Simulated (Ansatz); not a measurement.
## HfO2: response to strain

Start from HfO2 in the fluorite structure (space group Fm-3m, No. 225).

```yaml
crystal:
  lattice:
    - [0.00000, 2.54878, 2.54878]
    - [2.54878, 0.00000, 2.54878]
    - [2.54878, 2.54878, 0.00000]
  atoms:
    - { symbol: Hf, position: [0.00000, 0.00000, 0.00000] }
    - { symbol: O, position: [0.25000, 0.25000, 0.25000] }
    - { symbol: O, position: [0.75000, 0.75000, 0.75000] }
```

Strains are applied to the cell and any free atomic positions relax.

Method: PBE, PAW, 420 eV (Ansatz, a program for electronic structure; no spin-orbit coupling).

Notes on the quantities. energy relative to the base: free energy F.

```tsv
isotropic strain (%)	energy relative to the base (meV/atom)
-2.5	51.7
-2	32.6
-1	7.9
0	0.0
0.5	?
1.5	16.3
2	28.6
2.5	44.0
3	62.4
```

Q: Fit ΔE = Aε² + Bε³ (ε in %) to the rows shown and predict the withheld row.

A: Least squares on the printed values gives A = 7.66 and B = -0.24 meV/atom (largest residual 0.1 meV/atom); this predicts 1.9 meV/atom, and the run gives 1.9 meV/atom, in agreement.

Stability against distortions was not tested. This is not the structure that HfO2 has at room temperature and ambient pressure.
